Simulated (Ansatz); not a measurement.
The parent structure is InP in the zinc blende structure (space group F-43m, No. 216; a = 5.907 Å). Axes: x, y, z lie along the cube axes.

It is then changed as follows: biaxial strain +0.48 %, plane normal [111], relaxed out of plane (Cartesian); in-plane vectors clamped, the third vector and the atoms free.

Levels (all Ansatz, an electronic-structure program, PAW, earlier PAW set): r2SCAN (500 eV, without spin-orbit coupling); HSE06 (420 eV, spin-orbit coupling left out); HSE06+SOC (420 eV, with spin-orbit coupling).

One geometry, relaxed with r2SCAN, under each level:

The valence-band top lists the three highest levels at Γ (Kramers pairs under SOC), from the VBM.

```tsv
level	band gap	lowest conduction level above the VBM at special points	valence-band top at Γ
r2SCAN	0.95 eV	Γ 0.95 eV; T 1.68 eV; L 1.77 eV	0.00, -0.05, -0.05 eV
HSE06	1.27 eV	Γ 1.27 eV; T 2.07 eV; L 2.16 eV	–
HSE06+SOC	1.25 eV	Γ 1.25 eV; T 2.04 eV; L 2.13 eV	0.00, -0.03, -0.14 eV
```

Single points use the geometry relaxed with r2SCAN. Differences between runs with and without spin-orbit coupling are approximate. Stability against distortions was not tested. k-point labels follow each cell's own Brillouin zone.
